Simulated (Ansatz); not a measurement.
## One S atom on a Si site, 3x3x3 cubic cells, neutral, without spin

Geometry as solved with PBE, support functions at accuracy medium on the grid of 420 eV (Ansatz, a program for electronic structure).

```xyz
216
Lattice="16.41 0.00 0.00 0.00 16.41 0.00 0.00 0.00 16.41" Properties=species:S:1:pos:R:3 pbc="T T T"
Si     0.00     0.00     0.00
Si     1.37     1.37     1.37
Si     2.74     2.74     0.00
Si     4.11     4.11     1.37
Si     2.74     0.00     2.74
Si     4.11     1.37     4.10
Si     0.00     2.74     2.74
Si     1.37     4.11     4.10
Si     0.00     0.00     5.47
Si     1.37     1.37     6.84
Si     2.74     2.74     5.47
Si     4.10     4.10     6.85
Si     2.73     0.00     8.20
Si     4.10     1.36     9.58
Si     0.00     2.73     8.20
Si     1.36     4.10     9.57
Si     0.00     0.00    10.94
Si     1.37     1.37    12.31
Si     2.74     2.74    10.94
Si     4.10     4.10    12.31
Si     2.74     0.00    13.68
Si     4.10     1.37    15.04
Si     0.00     2.74    13.68
Si     1.37     4.10    15.04
Si     0.00     5.47     0.00
Si     1.37     6.84     1.37
Si     2.73     8.20     0.00
Si     4.10     9.57     1.36
Si     2.74     5.47     2.74
Si     4.10     6.85     4.10
Si     0.00     8.20     2.73
Si     1.36     9.57     4.10
Si     0.00     5.47     5.47
Si     1.37     6.84     6.84
Si     2.73     8.21     5.47
Si     4.10     9.57     6.82
Si     2.73     5.47     8.21
Si     4.10     6.82     9.57
Si     0.00     8.20     8.20
Si     1.37     9.57     9.57
Si     0.00     5.47    10.94
Si     1.37     6.84    12.31
Si     2.74     8.21    10.93
Si     4.11     9.57    12.30
Si     2.74     5.47    13.68
Si     4.10     6.84    15.04
Si     0.00     8.20    13.67
Si     1.37     9.57    15.04
Si     0.00    10.94     0.00
Si     1.37    12.31     1.37
Si     2.74    13.67     0.00
Si     4.10    15.04     1.37
Si     2.74    10.94     2.73
Si     4.10    12.31     4.10
Si     0.00    13.68     2.74
Si     1.37    15.04     4.10
Si     0.00    10.94     5.47
Si     1.37    12.31     6.84
Si     2.73    13.68     5.47
Si     4.10    15.04     6.84
Si     2.74    10.93     8.21
Si     4.11    12.31     9.57
Si     0.00    13.67     8.20
Si     1.37    15.04     9.57
Si     0.00    10.94    10.94
Si     1.37    12.31    12.31
Si     2.74    13.67    10.94
Si     4.10    15.04    12.31
Si     2.74    10.94    13.67
Si     4.10    12.31    15.04
Si     0.00    13.67    13.67
Si     1.37    15.04    15.04
Si     5.47     0.00     0.00
Si     6.84     1.37     1.37
Si     8.20     2.73     0.00
Si     9.58     4.10     1.36
Si     8.20     0.00     2.73
Si     9.58     1.36     4.10
Si     5.47     2.74     2.74
Si     6.85     4.10     4.10
Si     5.47     0.00     5.47
Si     6.84     1.37     6.84
Si     8.21     2.73     5.47
Si     9.58     4.10     6.82
Si     8.21     0.00     8.21
Si     9.57     1.37     9.57
Si     5.47     2.73     8.21
Si     6.82     4.10     9.58
Si     5.47     0.00    10.94
Si     6.84     1.37    12.31
Si     8.21     2.74    10.93
Si     9.57     4.10    12.30
Si     8.20     0.00    13.67
Si     9.57     1.37    15.04
Si     5.47     2.73    13.68
Si     6.84     4.10    15.04
Si     5.47     5.47     0.00
Si     6.84     6.84     1.37
Si     8.21     8.20     0.00
Si     9.57     9.57     1.37
Si     8.21     5.46     2.73
Si     9.58     6.82     4.10
Si     5.47     8.21     2.73
Si     6.82     9.57     4.10
Si     5.40     5.40     5.40
S      6.84     6.84     6.84
Si     8.27     8.27     5.41
Si     9.58     9.57     6.85
Si     8.27     5.40     8.27
Si     9.58     6.85     9.57
Si     5.41     8.27     8.27
Si     6.85     9.57     9.57
Si     5.47     5.47    10.95
Si     6.84     6.84    12.31
Si     8.21     8.21    10.95
Si     9.58     9.57    12.31
Si     8.21     5.47    13.68
Si     9.57     6.84    15.04
Si     5.47     8.20    13.68
Si     6.84     9.57    15.04
Si     5.47    10.94     0.00
Si     6.84    12.31     1.37
Si     8.20    13.67     0.00
Si     9.57    15.04     1.37
Si     8.21    10.93     2.74
Si     9.57    12.30     4.11
Si     5.47    13.68     2.73
Si     6.84    15.04     4.10
Si     5.47    10.95     5.47
Si     6.84    12.31     6.84
Si     8.21    13.68     5.47
Si     9.57    15.04     6.84
Si     8.21    10.95     8.21
Si     9.58    12.31     9.58
Si     5.47    13.68     8.20
Si     6.84    15.04     9.57
Si     5.47    10.93    10.93
Si     6.84    12.31    12.31
Si     8.21    13.68    10.94
Si     9.57    15.04    12.31
Si     8.20    10.94    13.68
Si     9.57    12.31    15.04
Si     5.47    13.67    13.67
Si     6.84    15.04    15.04
Si    10.94     0.00     0.00
Si    12.31     1.37     1.37
Si    13.68     2.74     0.00
Si    15.04     4.10     1.37
Si    13.68     0.00     2.74
Si    15.04     1.37     4.10
Si    10.94     2.73     2.73
Si    12.31     4.10     4.10
Si    10.94     0.00     5.47
Si    12.31     1.37     6.84
Si    13.68     2.73     5.47
Si    15.04     4.10     6.84
Si    13.67     0.00     8.20
Si    15.04     1.37     9.57
Si    10.94     2.74     8.21
Si    12.31     4.10     9.57
Si    10.94     0.00    10.94
Si    12.31     1.37    12.31
Si    13.67     2.74    10.94
Si    15.04     4.10    12.31
Si    13.67     0.00    13.67
Si    15.04     1.37    15.04
Si    10.94     2.74    13.67
Si    12.31     4.10    15.04
Si    10.94     5.47     0.00
Si    12.31     6.84     1.37
Si    13.67     8.20     0.00
Si    15.04     9.57     1.37
Si    13.68     5.47     2.73
Si    15.04     6.84     4.10
Si    10.94     8.21     2.74
Si    12.31     9.57     4.11
Si    10.95     5.47     5.47
Si    12.31     6.84     6.84
Si    13.68     8.20     5.47
Si    15.04     9.57     6.84
Si    13.68     5.47     8.20
Si    15.04     6.84     9.57
Si    10.95     8.21     8.21
Si    12.31     9.57     9.58
Si    10.94     5.46    10.93
Si    12.31     6.84    12.31
Si    13.68     8.20    10.94
Si    15.04     9.57    12.31
Si    13.67     5.47    13.67
Si    15.04     6.84    15.04
Si    10.94     8.20    13.68
Si    12.31     9.57    15.04
Si    10.94    10.94     0.00
Si    12.31    12.30     1.37
Si    13.67    13.67     0.00
Si    15.04    15.04     1.37
Si    13.67    10.94     2.74
Si    15.04    12.31     4.10
Si    10.94    13.67     2.74
Si    12.31    15.04     4.10
Si    10.94    10.93     5.47
Si    12.31    12.31     6.84
Si    13.67    13.67     5.47
Si    15.04    15.04     6.84
Si    13.68    10.94     8.20
Si    15.04    12.31     9.57
Si    10.94    13.68     8.20
Si    12.31    15.04     9.57
Si    10.94    10.94    10.94
Si    12.31    12.31    12.31
Si    13.68    13.67    10.94
Si    15.04    15.04    12.31
Si    13.68    10.94    13.68
Si    15.04    12.31    15.04
Si    10.94    13.67    13.68
Si    12.31    15.04    15.04
```
